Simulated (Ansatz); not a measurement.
Effective masses and thermopower of LiF (Pm-3m)

Consider the following.

```yaml
crystal:
  lattice:
    - [2.52296, 0.00000, 0.00000]
    - [0.00000, 2.52296, 0.00000]
    - [0.00000, 0.00000, 2.52296]
  atoms:
    - { symbol: Li, position: [0.00000, 0.00000, 0.00000] }
    - { symbol: F, position: [0.50000, 0.50000, 0.50000] }
```

Computed with r2SCAN, rigid bands (plane waves, PAW, scalar-relativistic; Ansatz, a first-principles code). Condition of this run: functional r2SCAN on the same cell. Cell: cell and atoms relaxed with PBEsol.

| Item | Result |
|---|---|
| band gap | 8.84 eV |
| electron conductivity mass (300 K, dilute) | 0.90 mₑ |
| hole conductivity mass (300 K, dilute) | 2.1 mₑ |
| effective density of states N_c (300 K) | 2.2e19 cm⁻³ |
| effective density of states N_v (300 K) | 5.5e20 cm⁻³ |
| density-of-states mass, electrons | 0.90 mₑ |
| density-of-states mass, holes | 7.8 mₑ |
| Seebeck coefficient, n-type 1e19 cm⁻³, 300 K | -282 μV/K |
| best n-type power factor at 300 K for τ = 10 fs (best axis; densities from 1e16 to 1e21 cm⁻³ tried, whether or not they can be reached) | 3.9 μW/(cm·K²) at 1e20 cm⁻³ |
| Seebeck coefficient, p-type 1e19 cm⁻³, 300 K | 565 μV/K |

Rigid bands; masses and Seebeck coefficients take one relaxation time τ for all states and one kind of carrier; polarons and phonon drag are left out. Spin-orbit coupling is left out. Geometry: cell and atoms relaxed with PBEsol.

Computed structure with no diffraction record at hand here (it may be known, metastable or hypothetical): LiF (Pm-3m).
